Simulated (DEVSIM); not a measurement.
System: abrupt GaAs n-p junction, at 250 K.

| layer (left to right) | material | thickness (μm) | Nd (cm⁻³) | Na (cm⁻³) | τn (s) | τp (s) |
|---|---|---|---|---|---|---|
| 1 | GaAs | 3.50 | 1.6e17 | - | 1.3e-8 | 1.3e-8 |
| 2 | GaAs | 0.850 | - | 6.1e17 | 1.3e-8 | 1.3e-8 |

Left contact: ohmic. Right contact: ohmic. Voltage is applied to the left contact. Recombination: SRH at mid-gap. Mobility is μmin + (μ − μmin)/(1 + (N/Nref)^α).

Constants are typed, rounded textbook-type inputs, not results; the design itself was drawn at random and stands for no fabricated device. Values at 300 K; Nc and Nv go as T^1.5, mobilities as T to minus their exponent, the gap by Varshni's rule with the affinity fixed.

```
parameter             GaAs
----------------  --------
gap (eV)             1.424
affinity (eV)         4.07
permittivity          12.9
Nc (cm⁻³)           4.7e17
Nv (cm⁻³)             9e18
μn (cm²/Vs)           8500
μp (cm²/Vs)            400
μn,min                 500
μp,min                  20
Nref,n                6e16
Nref,p              1.5e17
αn                    0.39
αp                    0.38
T exponent of μn       2.1
T exponent of μp       2.2
Varshni α (eV/K)  0.000541
Varshni β (K)          204
```

Model (solved in DEVSIM): 1D drift-diffusion, Boltzmann statistics, complete ionisation; no tunnelling, impact ionisation, image-force lowering or self-heating.

Problem. Give the dark reverse current.

Solution. 
```json
[
 {"V (V)": "0.10", "J (A/cm²)": "1.9e-14"},
 {"V (V)": "0.20", "J (A/cm²)": "3.2e-14"},
 {"V (V)": "0.30", "J (A/cm²)": "4.5e-14"},
 {"V (V)": "0.40", "J (A/cm²)": "5.7e-14"},
 {"V (V)": "0.60", "J (A/cm²)": "7.9e-14"},
 {"V (V)": "0.80", "J (A/cm²)": "1.0e-13"},
 {"V (V)": "1.00", "J (A/cm²)": "1.2e-13"},
 {"V (V)": "1.30", "J (A/cm²)": "1.5e-13"},
 {"V (V)": "1.60", "J (A/cm²)": "1.7e-13"},
 {"V (V)": "2.00", "J (A/cm²)": "2.0e-13"}
]
```
